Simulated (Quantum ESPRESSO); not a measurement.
Worked example: self-consistent single point of ScZn₃ (P6_3/mmc, 8 atoms in the cell) in Quantum ESPRESSO.

Method: LDA (PZ), GBRV 1.5 ultrasoft (LDA) pseudopotentials (plane waves; Quantum ESPRESSO).

The change in words: lattice scaled by 0.98. Reference geometry:
```
ScZn3
1.0
    5.80685     0.00000     0.00000
   -2.90342     5.02888     0.00000
    0.00000     0.00000     4.28978
Sc Zn
2 6
Direct
  0.33333   0.66667   0.75000
  0.66667   0.33333   0.25000
  0.84266   0.68533   0.75000
  0.15734   0.31467   0.25000
  0.15734   0.84266   0.25000
  0.84266   0.15734   0.75000
  0.31467   0.15734   0.75000
  0.68533   0.84266   0.25000
```

Reference input (self-consistent single point, DFT, LDA (PZ), plane waves, GBRV 1.5 ultrasoft (LDA) pseudopotentials): ecutwfc = 50 Ry; ecutrho = 400 Ry; occupations = smearing; smearing = fermi-dirac; degauss = 0.0036749 Ry; potentials = {Sc: sc_lda_v1.uspp.F.UPF, Zn: zn_lda_v1.uspp.F.UPF}; K_POINTS = automatic 5 5 5 0 0 0; conv_thr = 1e-10 Ry; mixing_beta = 0.7. This run's input differs from it in these lines:

```diff
@@ -10,4 +10,4 @@
  ibrav = 4
- A = 5.8068448350
- C = 4.2897790000
+ A = 5.6907081769
+ C = 4.2039830000
  nat = 8
@@ -28,10 +28,10 @@
 ATOMIC_POSITIONS {alat}
-Sc    0.0000000000    0.5773502692    0.5540589324
-Sc    0.5000000000    0.2886751346    0.1846863108
-Zn    0.5000000000    0.5935131900    0.5540589324
-Zn    0.0000000000    0.2725122138    0.1846863108
-Zn   -0.2639975000    0.7297692969    0.1846863108
-Zn    0.7639975000    0.1362561069    0.5540589324
-Zn    0.2360025000    0.1362561069    0.5540589324
-Zn    0.2639975000    0.7297692969    0.1846863108
+Sc    0.0000000000    0.5773502692    0.5540588538
+Sc    0.5000000000    0.2886751346    0.1846862846
+Zn    0.5000000000    0.5935131900    0.5540588538
+Zn    0.0000000000    0.2725122138    0.1846862846
+Zn   -0.2639975000    0.7297692969    0.1846862846
+Zn    0.7639975000    0.1362561069    0.5540588538
+Zn    0.2360025000    0.1362561069    0.5540588538
+Zn    0.2639975000    0.7297692969    0.1846862846
 K_POINTS {automatic}
```

Output (repeated stretches shortened):

```
     Self-consistent Calculation

     iteration #  1     ecut=    50.00 Ry     beta= 0.70

     Threshold (ethr) on eigenvalues was too large:
     Diagonalizing with lowered threshold

     total energy              =   -2955.76613885 Ry
     estimated scf accuracy    <       0.80803453 Ry

     iteration #  2     ecut=    50.00 Ry     beta= 0.70

     total energy              =   -2955.85969619 Ry
     estimated scf accuracy    <       2.59146062 Ry

     iteration #  3     ecut=    50.00 Ry     beta= 0.70

     total energy              =   -2956.26031992 Ry
     estimated scf accuracy    <       0.01998206 Ry

   [... 6 blocks of this kind left out ...]

     iteration # 10     ecut=    50.00 Ry     beta= 0.70

     total energy              =   -2956.26771305 Ry
     estimated scf accuracy    <          1.6E-09 Ry

     iteration # 11     ecut=    50.00 Ry     beta= 0.70
     End of self-consistent calculation

   [... 8 lines left out ...]

   [... 8 lines left out ...]

     the Fermi energy is    14.0669 ev

!    total energy              =   -2956.26771305 Ry
     estimated scf accuracy    <          5.3E-11 Ry
     smearing contrib. (-TS)   =      -0.00218666 Ry
     internal energy E=F+TS    =   -2956.26552640 Ry

     convergence has been achieved in  11 iterations

     Forces acting on atoms (cartesian axes, Ry/au):

     atom    1 type  1   force =     0.00000000   -0.00000000    0.00000000
     atom    2 type  1   force =     0.00000000    0.00000000    0.00000000
     atom    3 type  2   force =     0.00000000   -0.00151360    0.00000000
     atom    4 type  2   force =     0.00000000    0.00151360   -0.00000000
     atom    5 type  2   force =     0.00131081   -0.00075680    0.00000000
   [... lines left out ...]

     Total force =     0.003708     Total SCF correction =     0.000080

          total   stress  (Ry/bohr**3)                   (kbar)     P=       19.36
   0.00012903   0.00000000   0.00000000           18.98        0.00        0.00
   0.00000000   0.00012903   0.00000000            0.00       18.98        0.00
   0.00000000   0.00000000   0.00013676            0.00        0.00       20.12

   JOB DONE.
```

The run converged in 11 iterations. Against the reference run the free energy goes down by 3.3 meV/atom, the pressure goes from -4.01 to 1.94 GPa and the largest force goes from 0.003 to 0.039 eV/Å.

The starting cell comes from a database of computed structures (which also holds hypothetical and non-ambient phases and stackings), without a prior relaxation at this level. Its lattice was rescaled by a random factor within 2.5 % of one. For this run, on top of that: lattice scaled by 0.98.

Cost on one core of a shared machine: roughly 2 min.
